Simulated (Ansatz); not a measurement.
AlB2-type MgB₂, treated with PBEsol (Ansatz, a first-principles code, plane waves, PAW).

Numerical settings: plane-wave cutoff 520 eV, 24×24×16 k mesh (along the axes of the cell as run), Fermi–Dirac smearing 0.05 eV, scalar-relativistic PAW data made under PBE.

Response to compression and expansion:

Shape and atoms are relaxed at each volume.

```json
[
 {"V (Å³/atom)": "9.097", "P (GPa)": "6.45", "c (Å)": "3.429", "a (Å)": "3.031"},
 {"V (Å³/atom)": "9.287", "P (GPa)": "3.07", "c (Å)": "3.463", "a (Å)": "3.048"},
 {"V (Å³/atom)": "9.476", "P (GPa)": "0.00", "c (Å)": "3.497", "a (Å)": "3.064"},
 {"V (Å³/atom)": "9.666", "P (GPa)": "-2.81", "c (Å)": "3.530", "a (Å)": "3.080"},
 {"V (Å³/atom)": "9.855", "P (GPa)": "-5.37", "c (Å)": "3.563", "a (Å)": "3.096"}
]
```

Note: the bulk modulus comes from volumes at which shape and atoms were relaxed.
